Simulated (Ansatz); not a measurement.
Base system: PbS in the rock salt structure (space group Fm-3m, No. 225; a = 6.009 Å).

(Cell as relaxed with PBE.)

Levels (all Ansatz, a first-principles code, PAW, earlier PAW set): PBE (420 eV, scalar-relativistic without spin-orbit coupling); r2SCAN (500 eV, spin-orbit coupling left out).

Each level relaxes its own structure.

| base | PBE | r2SCAN |
|---|---|---|
| volume per atom | 27.12 Å³ | 26.66 Å³ |
| lattice parameter a | 6.009 Å | 5.975 Å |
| band gap | 0.50 eV | 0.70 eV |

One thing is altered: an isotropic linear strain of +1.77 %; the atoms relax in the strained cell.

```csv
quantity,PBE,r2SCAN
mean gap deformation potential ΔEg/Δln V,+3.0 eV,+3.3 eV
pressure,-2.48 GPa,-2.72 GPa
```

PBE's mean gap deformation potential ΔEg/Δln V lies 0.3 eV below r2SCAN's; PBE's pressure lies 0.24 GPa above r2SCAN's. Neither level is exact; r2SCAN is the comparison here, not a measurement.

Spin-orbit coupling, missing from the scalar runs, can matter with Pb. Whether these cells are dynamically stable was not tested.
